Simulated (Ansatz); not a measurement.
By LDA, the system below comes out a metal.

Here is the system:

```yaml
crystal:
  lattice:
    - [3.14837, 0.00000, 0.00000]
    - [-1.57419, 2.72657, 0.00000]
    - [1.57419, 0.90886, 2.57063]
  atoms:
    - { symbol: Nb, position: [0.00000, 0.50000, 0.50000] }
    - { symbol: N, position: [0.00000, 0.00000, 0.00000] }
```

Space group of this cell: Fm-3m, rock salt. The cell is taken as given; by LDA its mean pressure is -20.0 GPa.

The current flows along the normal of the first two printed cell vectors, the (111) plane of the conventional cell. No spin-orbit coupling; the value is a mean over 0.1 eV about the Fermi level.

Question: Predict the ballistic conductance per area from LDA in Ansatz (a program for electronic structure).

Answer: 1.6 × 10¹⁵ S/m² for both spins.
